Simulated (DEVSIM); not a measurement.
illuminated Si n-on-p cell, one wavelength

Device: illuminated Si n-on-p cell, one wavelength, at 300 K.

```
layer (left to right)  material  thickness (μm)  Nd (cm⁻³)  Na (cm⁻³)  τn (s)  τp (s)  absorption coefficient (cm⁻¹)
---------------------  --------  --------------  ---------  ---------  ------  ------  -----------------------------
1                            Si          0.0110       2e18          -  8.2e-6  7.4e-7                            540
2                            Si            28.0          -     2.7e15  3.9e-5  3.9e-5                            540
```

Left contact: ohmic, minority hole recombination velocity 70000 cm/s. Right contact: ohmic, minority electron recombination velocity 1e5 cm/s. Voltage is applied to the left contact. Recombination: SRH at mid-gap, radiative, Auger. Light enters at the left, 1.6e17 photons cm⁻² s⁻¹, one pass, no reflection. Mobility is μmin + (μ − μmin)/(1 + (N/Nref)^α).

Constants are typed, rounded textbook-type inputs, not results; the design itself was drawn at random and stands for no fabricated device. Values at 300 K.

| parameter | Si |
|---|---|
| gap (eV) | 1.124 |
| affinity (eV) | 4.05 |
| permittivity | 11.7 |
| Nc (cm⁻³) | 2.86e19 |
| Nv (cm⁻³) | 3.1e19 |
| μn (cm²/Vs) | 1417 |
| μp (cm²/Vs) | 470 |
| μn,min | 52 |
| μp,min | 45 |
| Nref,n | 9.7e16 |
| Nref,p | 2.2e17 |
| αn | 0.68 |
| αp | 0.72 |
| B (cm³/s) | 4.7e-15 |
| Cn (cm⁶/s) | 2.8e-31 |
| Cp (cm⁶/s) | 9.9e-32 |

DEVSIM, 1D drift-diffusion, Boltzmann statistics, complete ionisation; no tunnelling, impact ionisation, image-force lowering or self-heating.

- Potential step across the device at zero bias = 0.814 V
- Largest field in the device at zero bias = 80000 V/cm
- Dark forward voltage at 1 A/cm² = 0.605 V
- Dark forward voltage at 100 A/cm² = 0.777 V
- Short-circuit current = 13.5 mA/cm²
- Open-circuit voltage = 0.491 V
- Fill factor = 0.80
- Largest power = 5.27 mW/cm²
- Share of generated pairs collected at short circuit = 0.675

Small-signal capacitance in reverse bias (quasi-static):

```tsv
V (V)	C (nF/cm²)
0.04	17.3
0.1	16.6
0.2	15.6
0.3	14.7
0.4	14.0
0.6	12.8
0.8	11.9
1	11.2
1.3	10.3
1.6	9.53
2	8.77
```

Dark forward current:

```
V (V)  J (A/cm²)
-----  ---------
-0.05   -6.7e-10
-0.10    -4.4e-9
-0.15    -2.8e-8
-0.20    -1.8e-7
-0.25    -1.2e-6
-0.30    -8.4e-6
-0.35    -5.8e-5
-0.40   -0.00040
-0.45    -0.0028
-0.50     -0.019
-0.60      -0.84
-0.65       -4.5
-0.70        -18
-0.75        -59
-0.80       -160
-0.85       -350
-0.90       -680
-0.95      -1200
-1.00      -1800
-1.05      -2600
```
